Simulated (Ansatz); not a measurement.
Start from C (space group Ia-3, No. 206; a = 4.449 Å; a hypothetical phase, not in the database extracts checked).

Levels (all Ansatz, a program for electronic structure, PAW): PBEsol (420 eV, without spin-orbit coupling); r2SCAN (500 eV, without spin-orbit coupling); HSE06 (420 eV, no SOC).

At the geometry relaxed with PBEsol, these levels gave the following band gaps, in shuffled order: (a) 2.56 eV, (b) 2.30 eV, (c) 3.48 eV.

Match each gap to its level.

(a) r2SCAN; (b) PBEsol; (c) HSE06.

Single points use the geometry relaxed with PBEsol. HSE06 gaps are upper bounds (no full band path). Stability against distortions was not tested.
